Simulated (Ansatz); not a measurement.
System: C (R-3m, No. 166, 4 atoms in the cell; start mp-569304; another form than the element's usual one). Method: r²SCAN in Ansatz (PAW).

Numerical settings: plane-wave cutoff 560 eV, 16×16×16 k mesh, Fermi–Dirac smearing 0.01 eV, scalar-relativistic PAW data made under PBE.

Computed at the level's own relaxed cell.

```xyz
4
Lattice="1.2278 0.7089 11.2164 -1.2278 0.7089 11.2164 0.0000 -1.4177 11.2164" Properties=species:S:1:pos:R:3 pbc="T T T"
C      0.0000     0.0000    31.8805
C      0.0000     0.0000     1.7689
C      0.0000     0.0000     9.4476
C      0.0000     0.0000    24.2018
```

Question: List the 10 lowest band energies at Γ above −25 eV (eV, relative to the valence band maximum), grouping those that round alike.

Answer: At Γ: -20.91, -20.81, -8.51, -7.75, -3.24 (×2), -3.23 (×2), 3.40, 5.45.

A start named mp-… is a Materials Project structure, which need not be a measured phase.

Ansatz is a first-principles code.
